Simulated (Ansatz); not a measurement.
Given:

```yaml
crystal:
  lattice:
    - [0.00000, 3.07780, 3.07780]
    - [3.07780, 0.00000, 3.07780]
    - [3.07780, 3.07780, 0.00000]
  atoms:
    - { symbol: Pb, position: [0.00000, 0.00000, 0.00000] }
    - { symbol: Se, position: [0.50000, 0.50000, 0.50000] }
```

No spin polarisation.

Method: Ansatz (a first-principles code) PBE, no spin-orbit coupling. Settings: 9×9×9 k-points, 0.05 eV Fermi–Dirac smearing.

**Question.** What is the computed electron mass?

**Answer.** 0.12 mₑ (at L).

**Question.** Estimate the hole mass.

**Answer.** 0.14 mₑ along k, 0.10 mₑ across (at L).

Spin-orbit coupling, missing from the scalar runs, can matter with Pb. The levels and masses belong to the bands next to the band gap. The cells carry an imposed strain or load. Effective masses come from finite differences of ±0.01 Å⁻¹. Along k means along the line from Γ to the band edge. Whether these cells are dynamically stable was not tested. The cell was made from PbSe in the rock salt structure (space group Fm-3m, No. 225) by this change: isotropic strain −1.00 %.
